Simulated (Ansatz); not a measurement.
**Effect of pressure 15 GPa on TiTe2**

Take TiTe2 in the CdI2 type structure (space group P-3m1, No. 164; a = 3.697 Å, c = 6.384 Å; layered, stacked along the Cartesian z axis) as the base.

Now apply this change: cell and atoms relaxed at a pressure of 15 GPa.

All numbers come from plane-wave PAW DFT at the PBE-D3(BJ) level (Ansatz, a first-principles code, 420 eV), without spin-orbit coupling. k-mesh 15×15×8 (Γ-centred); smearing 0.05 eV (Fermi–Dirac).

```tsv
quantity	base	changed	shift
volume per atom	25.19 Å³	20.62 Å³	-4.57 Å³
density	6.66 g/cm³	8.14 g/cm³	+1.48 g/cm³
lattice parameter a	3.697 Å	3.452 Å	-0.245 Å
c/a ratio	1.727	1.736	+0.009
shortest interatomic distance	2.748 Å	2.648 Å	-0.100 Å
enthalpy H = E + PV relative to the base's energy	–	+2.10 eV/atom	–
band gap	zero	zero	–
```

Load acts through the strain it causes; cell and atoms are relaxed under it. Whether these cells are dynamically stable was not tested. No other phases were tried under pressure. The final runs are not spin-polarised.
